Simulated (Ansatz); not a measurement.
V2O5 (Pmmn, No. 59, 14 atoms in the cell) was calculated with r²SCAN+rVV10 in Ansatz (plane waves, PAW).

Run with plane-wave cutoff 500 eV, 12×4×10 k mesh (along the axes of the cell as run), Fermi–Dirac smearing 0.05 eV, no spin polarisation, scalar-relativistic PAW data made under PBE.

Cell (relaxed at this level):

Space group Pmmn, origin choice 1 (No. 59); a = 3.5353 Å, b = 11.5636 Å, c = 4.2217 Å, α = 90.00°, β = 90.00°, γ = 90.00°

```json
[
 {"atom": "V", "site": "4e", "symmetry": "m..", "x": "0.5000", "y": "0.3518", "z": "0.1119"},
 {"atom": "O", "site": "2a", "symmetry": "mm2", "x": "0.0000", "y": "0.0000", "z": "0.9935"},
 {"atom": "O", "site": "4e", "symmetry": "m..", "x": "0.0000", "y": "0.1468", "z": "0.5147"},
 {"atom": "O", "site": "4e", "symmetry": "m..", "x": "0.0000", "y": "0.3187", "z": "0.0038"}
]
```

Question: Predict the band gap.

Answer: 
band gap: 2.05 eV (on the SCF k mesh)

Note: the relaxation could not lower the start's symmetry, so the cell can be a saddle point above a distorted one.

The computed numbers hold no vibrational or temperature effects.

Computing time: around 20 core-minutes (rough).

Ansatz is a quantum-chemistry and plane-wave program.
